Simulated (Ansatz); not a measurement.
An Ansatz (a quantum-chemistry and plane-wave program) input (Ansatz r2SCAN, without spin-orbit coupling, earlier PAW set):

Ansatz 0.2 input:
```yaml
crystal:
  lattice:
    - [4.1873664964, 0, 0]
    - [2.0936832482, 3.6263657608, 0]
    - [0, 0, 30.3853669232]
  atoms:
    - { symbol: F, position: [0.6666666667, 0.1666666667, 0.2468293379] }
    - { symbol: Pb, position: [0.3333333333, -0.1666666667, 0.2749594115] }
    - { symbol: F, position: [1, 0.5, 0.303089485] }
    - { symbol: F, position: [1.3333333333, -0.1666666667, 0.3593496322] }
    - { symbol: Pb, position: [1, -0.5, 0.3874797057] }
    - { symbol: F, position: [1.6666666667, 0.1666666667, 0.4156097793] }
    - { symbol: F, position: [2, -0.5, 0.4718699264] }
    - { symbol: Pb, position: [1.6666666667, -0.8333333333, 0.5] }
    - { symbol: F, position: [2.3333333333, -0.1666666667, 0.5281300736] }
    - { symbol: F, position: [2.6666666667, -0.8333333333, 0.5843902207] }
    - { symbol: Pb, position: [2.3333333333, -1.1666666667, 0.6125202943] }
    - { symbol: F, position: [3, -0.5, 0.6406503678] }
    - { symbol: F, position: [3.3333333333, -1.1666666667, 0.696910515] }
    - { symbol: Pb, position: [3, -1.5, 0.7250405885] }
    - { symbol: F, position: [3.6666666667, -0.8333333333, 0.7531706621] }
basis: { ecutwfc: 500, ecutrho_ratio: 4, xc_grid: 4, fft_grid_basis: typed }
kpoints: { mp_grid: { grid: [9, 9, 1] } }
hamiltonian:
  xc: r2scan
  dispersion: none
  pseudopotentials: { azcp: { folder: ./paw }, kind: paw }
scf: { occupations: { method: fermi_dirac, width: 0.05 }, convergence: { dr2_threshold: 0.0000000015 } }
relax: { f_tol: 0.01, max_steps: 50 }
output: { forces: true, stress: true }
checkpoint: { write: state.ck, write_every: 1000 }
```

Problem. Which symmetry and how many k-points will the program report, and about how many plane waves at Γ?

Solution. Space group P-3m1 (ITA 164) with 12 operations, k-points 12 of 81, and 11793 plane waves at Γ.

Stability against distortions was not tested. The cell was made from PbF2 in the fluorite structure (space group Fm-3m, No. 225) by this change: a free-standing slab of 5 layers (15 atoms, 3 a layer) is cut normal to [111], with 15 Å of vacuum and the in-plane cell held at bulk.
